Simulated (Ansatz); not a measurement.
System: CuPd (R-3m, No. 166, 2 atoms in the cell; start mp-1225701; a measured phase of this formula has another space group). Method: PBEsol in Ansatz (PAW).

Run with plane-wave cutoff 520 eV, 24×24×24 k mesh, Fermi–Dirac smearing 0.05 eV, no spin polarisation, scalar-relativistic PAW data made under PBE.

Cell (relaxed at this level):

```
CuPd
1.0
    1.34084     0.77414     4.20868
   -1.34084     0.77414     4.20868
    0.00000    -1.54827     4.20868
Cu Pd
1 1
Direct
  0.00000   0.00000   0.00000
  0.50000   0.50000   0.50000
```

**Question.** Predict the bulk modulus.

**Answer.** 
* **bulk modulus**: 186 GPa

Note: the run has no spin polarisation, so it can have missed a magnetic state; the bulk modulus is −V dP/dV from two relaxed cells at ±2 % in volume; the relaxation could not lower the start's symmetry, so the cell can be a saddle point above a distorted one.

Static lattice: no zero-point or thermal effects.

Computing time: around 5 core-minutes (rough).

A start named mp-… is a Materials Project structure, which need not be a measured phase.

Ansatz is a quantum-chemistry and plane-wave program.
